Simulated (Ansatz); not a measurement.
Levels about the gap of amorphous Si$_{30}$N$_{41}$Al (72 atoms in a cell of 809 Å³, 2.96 g/cm³; zone centre alone, so wide bands show as single levels with stretches between that a denser mesh fills), at the geometry that PBE relaxed, where it gives 4.3 GPa on a denser mesh. The participation number counts the atoms over which a state spreads; weights are charges in smoothed Voronoi cells. The levels come from a single point, so bond lengths are those of that geometry. Method of the levels: r2SCAN, scalar-relativistic without spin-orbit coupling (Ansatz, an electronic-structure program). Sampling: the zone centre alone; Fermi-Dirac width 0.01 eV; collinear spin, started from moments on atoms (the moments died out). At PBE the levels at the filled edge of the gap are localised (band-tail or defect states), and the nearest spread-out levels lie 3.2 eV apart at the zone centre.

It comes from a melt-quench run on a machine-learned potential (CHGNet), relaxed afterwards by DFT. N atoms were pushed apart under 1.9 Å during the dynamics, to hinder bonds among them. The hot cell started wider than the set density and was brought back towards it in steps. It is the lowest in DFT energy of 2 quenches. It is a model cell: composition and starting density were chosen by hand, and all elements were melted together. No dispersion term was used. Its density started from a set value of 2.96 and ended at 2.96 g/cm³. The simulated quench (nominally 380 K/ps over its main leg) is rapid and tends to freeze in more defects than a deposited or slowly cooled glass has. A cell of this size samples the disorder only roughly. The volume was held where the preparation left it and the shape relaxed, at a PBE pressure of 4.3 GPa. Stress components on the final sampling reach 4.3 GPa. On a 2×2×2 Γ-centred mesh force components of up to 0.14 eV/Å stay, since the relaxation ran on the zone centre alone.

```csv
"E - E(highest filled), eV",filling,spin,participation number,largest on,weight N,weight Si,weight Al
-0.83,filled,dn,10.9,"N, 3 neighbours",0.91,0.09,0.00
-0.63,filled,up,10.4,"N, 3 neighbours",0.90,0.10,0.00
-0.63,filled,dn,10.4,"N, 3 neighbours",0.90,0.10,0.00
-0.49,filled,up,6.2,"N, 3 neighbours",0.90,0.10,0.00
-0.49,filled,dn,6.2,"N, 3 neighbours",0.90,0.10,0.00
0.00,filled,dn,4.5,"N, 3 neighbours",0.89,0.11,0.00
0.00,filled,up,4.5,"N, 3 neighbours",0.89,0.11,0.00
2.45,empty,dn,28.4,"Si, 3 neighbours",0.50,0.47,0.03
2.45,empty,up,28.5,"Si, 3 neighbours",0.50,0.47,0.03
2.82,empty,dn,9.9,"Si, 3 neighbours",0.43,0.54,0.04
2.82,empty,up,9.9,"Si, 3 neighbours",0.43,0.54,0.04
3.13,empty,dn,18.3,"Si, 4 neighbours",0.44,0.54,0.02
3.13,empty,up,18.3,"Si, 4 neighbours",0.44,0.54,0.02
3.52,empty,dn,26.2,"Si, 4 neighbours",0.46,0.53,0.01
```

Most localised among these is the filled level at +0.00 eV, on a N atom, which has 3 neighbours (Si 1.75 Å, Si 1.76 Å, Si 1.81 Å).
